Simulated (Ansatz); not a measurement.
```
InAgTe2
1.0
   -3.21597     3.21597     6.23931
    3.21597    -3.21597     6.23931
    3.21597     3.21597    -6.23931
In Te Ag
2 4 2
Cartesian
  0.00000   0.00000   6.23931
  3.21597   0.00000   3.11965
  1.55165   1.60798   1.55983
 -1.60798   1.66431   4.67948
  1.66431   1.60798   7.79913
  4.82395   1.55165  -1.55983
  0.00000   0.00000   0.00000
  0.00000   3.21597   3.11965
```

No spin polarisation.

The values are results of PBEsol (Ansatz, a first-principles code), spin-orbit coupling left out, not measurements. k-mesh 7×7×7 (Γ-centred); smearing 0.05 eV (Fermi–Dirac).

Question: What is the computed space group?

Answer: I-42d (No. 122).

Question: What valence-band top at Γ (three highest levels, from the VBM) does the calculation give?

Answer: 0.00, -0.14, -0.14 eV.

Question: Estimate the pressure (mean of the normal stresses, compression positive).

Answer: 10.6 kbar.

Question: What is the computed gap character?

Answer: Direct at Γ.

Spin-orbit coupling, missing from the scalar runs, can matter with Te. The cells carry an imposed strain or load. Stability against distortions was not tested. The cell was made from InAgTe₂ in the chalcopyrite structure (space group I-42d, No. 122) by this change: uniaxial strain ε_zz = −2.25 %. A zero or small gap of InAgTe2 can be the functional's error rather than a property of the material.
